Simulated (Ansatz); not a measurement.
Ga3AlAs4 (model structure, P-4m2, No. 115, 8 atoms in the cell) was calculated with r²SCAN (plane waves, PAW; Ansatz, a program for electronic structure).

Run with plane-wave cutoff 560 eV, 8×8×4 k mesh (along the axes of the cell as run), Fermi–Dirac smearing 0.01 eV, scalar-relativistic PAW data made under PBE.

Cell (relaxed at this level):

AlGa₃As₄ has the tetragonal space group P-4m2 (No. 115), Pearson symbol tP8. Lattice parameters: a = 4.011 Å, b = 4.011 Å, c = 11.333 Å, α = 90.00°, β = 90.00°, γ = 90.00°. Ga1 on 2e is surrounded by 4 As at 2.454–2.458 Å (tetrahedral). As1 on 2g sees 4 Ga at 2.454 Å (tetrahedral). Ga2 on 1b sees 4 As at 2.454 Å (tetrahedral). As2 on 2g is coordinated by 2 Al at 2.454 Å and 2 Ga at 2.458 Å (tetrahedral). Al on 1c sees 4 As at 2.454 Å (tetrahedral). (Neighbours: up to the widest gap in distance over summed covalent radii, below 1.35, at either atom; cation-cation and far metal-metal contacts left out.)

**Question.** Predict the band gap.

**Answer.** 
- band gap = 1.28 eV (direct)

Note: the relaxation could raise the start's symmetry but not lower it, so the cell can be a saddle point.

Spin–orbit coupling is not included.

Static lattice: no zero-point or thermal effects.

It cost roughly 3 core-minutes of CPU time.

A model structure was made by putting elements into a prototype or built by hand; it is no filed structure, need not be a known phase, and can be a saddle point held by its symmetry.
